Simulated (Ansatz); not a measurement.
# rock-salt TaN (1 1 1) on wurtzite ZnO (0 0 1) (film strained to the substrate, faces as cut)

A periodic stack without vacuum, rock-salt TaN (1 1 1) on wurtzite ZnO (0 0 1) (film strained to the substrate, faces as cut): substrate slab Zn6O6, film N4Ta4, surface cells [[-1, -1], [0, -1]] and [[1, 0], [0, 1]], film strained by +5.0 and +5.0 %, faces O/Zn and N/Ta as cut (like faces can put a slab off its formula).

The start was prepared with a machine-learned potential, and the result is one local minimum, with the in-plane cell held and forces under 0.04 eV/Å; the film can end far from its bulk form.

Level of theory: PBE (plane waves to 420 eV, PAW; Ansatz, a first-principles code). No spin–orbit coupling; the runs are not spin-polarised; PBE gaps are too small against experiment. Its k-point mesh 11×11×1, Fermi–Dirac width 0.05 eV.

The interface area is 9.3 Å², the period is 26.22 Å and the gaps between the outermost planes at the two interfaces is 2.03 and 2.08 Å. The Ta–Zn contacts across the interfaces within 1.22 times the sum of covalent radii comes out as 4, mean 3.38 Å and the O–Ta contacts across the interfaces within 1.22 times the sum of covalent radii comes out as 1, mean 2.08 Å. The N–Zn contacts across the interfaces within 1.22 times the sum of covalent radii is 1, mean 2.03 Å.

```yaml
crystal:
  lattice:
    - [3.27879, -0.00040, 0.12748]
    - [1.63904, 2.83971, 0.12777]
    - [2.26976, 1.31309, 26.36494]
  atoms:
    - { symbol: Zn, position: [0.45772, 0.45817, 0.05877] }
    - { symbol: Zn, position: [0.72631, 0.72578, 0.16038] }
    - { symbol: O, position: [0.41061, 0.41019, 0.13387] }
    - { symbol: O, position: [0.80718, 0.80776, 0.03415] }
    - { symbol: Zn, position: [0.32571, 0.32507, 0.26159] }
    - { symbol: Zn, position: [0.59220, 0.59122, 0.36275] }
    - { symbol: O, position: [0.27588, 0.27497, 0.33737] }
    - { symbol: O, position: [0.67610, 0.67553, 0.23583] }
    - { symbol: Zn, position: [0.19159, 0.19025, 0.46379] }
    - { symbol: Zn, position: [0.45659, 0.45487, 0.56557] }
    - { symbol: O, position: [0.14038, 0.13901, 0.53982] }
    - { symbol: O, position: [0.54147, 0.54023, 0.43872] }
    - { symbol: N, position: [0.40034, 0.40195, 0.64308] }
    - { symbol: N, position: [0.67716, 0.67853, 0.72755] }
    - { symbol: N, position: [0.94835, 0.94921, 0.82125] }
    - { symbol: N, position: [0.22094, 0.22157, 0.91255] }
    - { symbol: Ta, position: [0.04189, 0.04328, 0.68082] }
    - { symbol: Ta, position: [0.31517, 0.31644, 0.77033] }
    - { symbol: Ta, position: [0.58406, 0.58472, 0.86799] }
    - { symbol: Ta, position: [0.85930, 0.86020, 0.95500] }
```
